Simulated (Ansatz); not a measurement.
# Response to strain in C

Start from C in the diamond structure (space group Fd-3m, No. 227; a = 3.560 Å). Axes: x, y, z lie along the cube axes.

Strains are applied to the cell and any free atomic positions relax; under biaxial strain the out-of-plane vector relaxes too.

Level of theory: Ansatz (an electronic-structure program) r2SCAN, spin-orbit coupling left out.

Candidates:
(a) biaxial strain −3.00 %, plane normal [001], relaxed out of plane
(b) biaxial strain −1.00 %, plane normal [001], relaxed out of plane
(c) biaxial strain −2.00 %, plane normal [001], relaxed out of plane
(d) biaxial strain −0.50 %, plane normal [001], relaxed out of plane
(e) biaxial strain −1.50 %, plane normal [001], relaxed out of plane

Before the change:

The band gap comes out as 4.36 eV.

Question: Order them by band gap, highest first.

Answer: (d) biaxial strain −0.50 %, plane normal [001], relaxed out of plane (4.30 eV), (b) biaxial strain −1.00 %, plane normal [001], relaxed out of plane (4.24 eV), (e) biaxial strain −1.50 %, plane normal [001], relaxed out of plane (4.17 eV), (c) biaxial strain −2.00 %, plane normal [001], relaxed out of plane (4.11 eV), (a) biaxial strain −3.00 %, plane normal [001], relaxed out of plane (3.97 eV)

Stability against distortions was not tested.
